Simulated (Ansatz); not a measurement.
The parent structure is MoSi2 (space group I4/mmm, No. 139; a = 3.1902 Å, c = 7.8206 Å).

Computed with PBEsol, PAW, 420 eV (Ansatz, an electronic-structure program; without spin-orbit coupling).

Now apply this change: full substitution Mo → W, then cell and atoms are relaxed.

Measured lattice parameter a: MoSi2 3.20519 Å (temperature not stated; as listed in Orest Pavlosiuk et al., Phys. Rev. B (2022)); WSi2 3.21395 Å (temperature not stated; as listed in Orest Pavlosiuk et al., Phys. Rev. B (2022)).

Question: How well does PBEsol reproduce the measured shift?

Answer: With PBEsol the lattice parameter a moves by +0.012 Å (3.190 → 3.203) against +0.009 Å measured.

Whether these cells are dynamically stable was not tested. The final runs are not spin-polarised.
